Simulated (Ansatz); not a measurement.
# Amorphous Al28O44Hf

It comes from a melt-quench run on a machine-learned potential (CHGNet), relaxed afterwards by DFT. O atoms were pushed apart under 1.9 Å during the dynamics, to hinder bonds among them. The hot cell started wider than the set density and was brought back towards it in steps. It is the lowest in DFT energy of 2 quenches. It is a model cell: composition and starting density were chosen by hand, and all elements were melted together. No dispersion term was used.

Methods: PBE, scalar-relativistic without spin-orbit coupling (Ansatz, a program for electronic structure); r2SCAN, scalar-relativistic without spin-orbit coupling (Ansatz); HSE06, scalar-relativistic without spin-orbit coupling (Ansatz). Geometry, pressure, stress and energy are those of the PBE run. Its sampling: a 2×2×2 Γ-centred mesh; Fermi-Dirac width 0.02 eV; no spin polarisation. Other functionals are single points at the zone centre (r2SCAN at 500 eV; exact exchange cut at the cell's faces), free to take moments where seeds were set.

The number of atoms in the cell comes out as 73 and the density (volume relaxed, without dispersion) is 3.42 g/cm³. The volume per atom comes out as 10.88 Å³, the pressure on a 2×2×2 Γ-centred mesh is 0.06 GPa and the largest force and stress component on that mesh (the relaxation ran on the zone centre alone) comes out as 0.04 eV/Å and 0.1 GPa. The energy relative to corundum + HfO2 (P2_1/c) (lowest mix at this level among the phases computed, not always the ambient ones) comes out as 0.171 eV/atom and the gap on a 2×2×2 Γ-centred mesh (PBE) comes out as 3.69 eV. The gap at the zone centre (PBE) comes out as 3.71 eV and the gap at the zone centre (r2SCAN) is 4.36 eV. The gap at the zone centre (HSE06) comes out as 5.44 eV.

Neighbours within Al-Al 2.66 Å, Al-O 2.44 Å, Al-Hf 3.00 Å, O-O 1.58 Å, O-Hf 2.65 Å, Hf-Hf 3.34 Å count as bonded. Two cations that share two anions don't count as bonded, nor two that share one unless they lie closer than Al-Al 2.59 Å, Al-Hf 2.92 Å, Hf-Hf 3.25 Å.

```
Quantity                                                          Result
---------------------------------  -------------------------------------
Mean coordination of Al by anions  4.86 (10 with 4, 12 with 5, 6 with 6)
Mean coordination of O              3.23 (35 with 3, 8 with 4, 1 with 5)
Mean coordination of Hf by anions                        6.00 (1 with 6)
Mean Al-O bond                     1.879 Å (spread 0.122 Å, 136 counted)
Mean O-Hf bond                       2.177 Å (spread 0.139 Å, 6 counted)
```

Its density started from a set value of 3.39 g/cm³. The quench (nominally 410 K/ps over its main leg) was far faster than any real one, so the model tends to hold more defects than a real film. One small periodic cell is one sample of the glass; other quenches scatter about these values. Volume and shape were free in the relaxation.
